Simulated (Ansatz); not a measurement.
**Parameter sweep on HfRe (Pmma, 4 atoms in the cell)**

```yaml
crystal:
  lattice:
    - [4.67362, 0.00000, 0.00000]
    - [0.00000, 3.09380, 0.00000]
    - [0.00000, 0.00000, 4.77161]
  atoms:
    - { symbol: Hf, position: [0.75000, 0.50000, 0.31250] }
    - { symbol: Hf, position: [0.25000, 0.50000, 0.68750] }
    - { symbol: Re, position: [0.75000, 0.00000, 0.81250] }
    - { symbol: Re, position: [0.25000, 0.00000, 0.18750] }
```

Base run A: PBE (Ansatz, an electronic-structure program), self-consistent single point.

Its settings: basis.ecutwfc = 30.9 Ry; kpoints.mp_grid.grid = 7 11 7; hamiltonian.xc = pbe; hamiltonian.pseudopotentials = {kind: paw} (the program's default PAW files); scf.occupations.method = gaussian; scf.occupations.width = 0.0037 Ry.

The starting cell was generated: these elements placed on a structure prototype, without a prior relaxation; it need not be a known phase or ordering of this composition. Its lattice was rescaled by a random factor within 2.5 % of one. Spin polarisation is off. In the base run, with a pressure of about 8 GPa the cell is away from its equilibrium volume at this level. In the base run, forces exceed 1 eV/Å. Ansatz's pressure includes its estimate of the finite-basis (Pulay) stress.

ΔF is the free energy per atom less that of run A. 

Run A gave: pressure (GPa) 8.50; largest force (eV/Å) 1.904; k-points 96.

Runs:
- B: kpoints.mp_grid.grid, kpoints.mp_grid.shift = 5 7 5, default
- C: kpoints.mp_grid.grid, kpoints.mp_grid.shift = 5 7 5, 0.5 0.5 0.5
- D: kpoints.mp_grid.grid, kpoints.mp_grid.shift = 6 9 6, default
- E: kpoints.mp_grid.grid, kpoints.mp_grid.shift = 6 9 6, 0.5 0.5 0.5
- F: kpoints.mp_grid.grid, kpoints.mp_grid.shift = 7 10 7, default
- G: kpoints.mp_grid.grid, kpoints.mp_grid.shift = 7 10 7, 0.5 0.5 0.5
- H: kpoints.mp_grid.grid, kpoints.mp_grid.shift = 7 11 7, 0.5 0.5 0.5
- I: kpoints.mp_grid.grid, kpoints.mp_grid.shift = 7 11 7, 0 0 0.5

What does run H change against A?

The free energy drops by 4.7 meV/atom, the pressure moves little (8.50 to 8.47 GPa) and the largest force hardly changes (1.904 to 1.906 eV/Å).

What does run E change against A?

The free energy hardly moves (within 1 meV/atom), the pressure goes from 8.50 to 8.69 GPa and the largest force goes from 1.904 to 1.851 eV/Å.

What does run F change against A?

The free energy hardly moves (within 1 meV/atom), the pressure goes from 8.50 to 8.33 GPa and the largest force goes from 1.904 to 1.859 eV/Å.

```tsv
run	ΔF (meV/atom)	pressure (GPa)	largest force (eV/Å)	k-points
A	0.00	8.50	1.904	96
B	0.70	8.65	1.918	36
C	0.49	8.76	1.882	36
D	-4.3	8.39	1.889	80
E	0.77	8.69	1.851	45
F	-0.38	8.33	1.859	96
G	-4.5	8.48	1.963	80
H	-4.7	8.47	1.906	96
I	0.04	8.55	1.898	96
```

Keys are those of Ansatz 0.2.
